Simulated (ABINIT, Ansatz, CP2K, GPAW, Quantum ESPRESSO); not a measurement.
Code comparison for LaGe3Os (I4mm, 5 atoms in the cell)

Self-consistent single point.

```
CELL_PARAMETERS angstrom
     -2.22445     2.22445     5.09051
      2.22445    -2.22445     5.09051
      2.22445     2.22445    -5.09051
ATOMIC_POSITIONS crystal
  La 0.99834 0.99834 0.00000
  Ge 0.42564 0.42564 0.00000
  Ge 0.25966 0.75966 0.50000
  Ge 0.75966 0.25966 0.50000
  Os 0.65869 0.65869 0.00000
```

All programs got the same cell, k-point mesh and kind of occupations (in Ansatz's words: kpoints.mp_grid.grid = 6 6 6; scf.occupations.method = fermi_dirac; scf.occupations.width = 0.1 eV); potentials, basis and cutoffs are each program's usual ones.

| code | model | pressure (GPa) | largest force (eV/Å) | k-points | cutoff |
|---|---|---|---|---|---|
| Quantum ESPRESSO | LDA (PZ), GBRV 1.5 ultrasoft (LDA) pseudopotentials | -5.03 | 0.094 | 30 | 50 Ry |
| GPAW | LDA (Perdew-Wang 92), GPAW PAW datasets LDA (gpaw-data 1.0.1) | -5.18 | 0.147 | 30 | 850 eV |
| Ansatz | LDA (PW92), PAW files made with PBE | -5.01 | 0.095 | 30 | default |
| ABINIT | LDA (PW92), PAW (JTH v2.0 LDA PAW) | -4.71 | 0.098 | 30 | 26 Ha |
| CP2K | LDA (Pade form), GPW, DZVP-MOLOPT-SR-GTH basis, GTH-PADE potentials (GTH_POTENTIALS) | -8.35 | 0.814 | 112 | grid 500 Ry |

Size of the force on each atom (eV/Å): Sizes of forces hide their directions.

```json
[
 {"code": "Quantum ESPRESSO", "La1": "0.061", "Ge2": "0.094", "Ge3": "0.051", "Ge4": "0.051", "Os5": "0.068"},
 {"code": "GPAW", "La1": "0.063", "Ge2": "0.147", "Ge3": "0.085", "Ge4": "0.085", "Os5": "0.086"},
 {"code": "Ansatz", "La1": "0.069", "Ge2": "0.095", "Ge3": "0.046", "Ge4": "0.046", "Os5": "0.066"},
 {"code": "ABINIT", "La1": "0.060", "Ge2": "0.098", "Ge3": "0.049", "Ge4": "0.049", "Os5": "0.061"},
 {"code": "CP2K", "La1": "0.082", "Ge2": "0.814", "Ge3": "0.436", "Ge4": "0.436", "Os5": "0.141"}
]
```

The spread over the programs that give each value: pressure within 3.64 GPa; largest force within 0.720 eV/Å.

The starting cell comes from a database of computed structures (which also holds hypothetical and non-ambient phases and stackings), without a prior relaxation at this level. On Ansatz's run: Spin-orbit coupling is off. Spin polarisation is off. In the base run, with a pressure of about -5 GPa the cell is away from its equilibrium volume at this level.

### Question
Why do the programs differ, and what cannot be compared?

### Answer
Differences of this kind can come from the potentials, where these differ, and from what each basis and cutoff leave unconverged. The valence holds different numbers of electrons (Quantum ESPRESSO 69, GPAW 37, Ansatz (a first-principles code) 69, ABINIT 61, CP2K 39). The zero of total energies and Fermi levels follows the potentials and each program's conventions, so they are not compared here. CP2K uses small atom-centred bases, whose incompleteness enters pressures, forces and empty levels differently from a plane-wave cutoff. Ansatz's pressure is given at a fixed set of plane waves, as the other plane-wave codes print theirs; with its correction for the finite basis it is -4.96 GPa. The same LDA comes in different parametrisations, which differ slightly. The programs reduce the same mesh by symmetry to different extents, which changes the work and not the result. In the pressure, CP2K (by 3.33) lies more than 1 GPa from the median of the plane-wave programs. In the force vectors, CP2K (by 0.718) lies more than 0.08 eV/Å from the median of the plane-wave programs.

Left out of this page: FLEUR (with a known weakness of the program).

Keys are those of Ansatz 0.2.
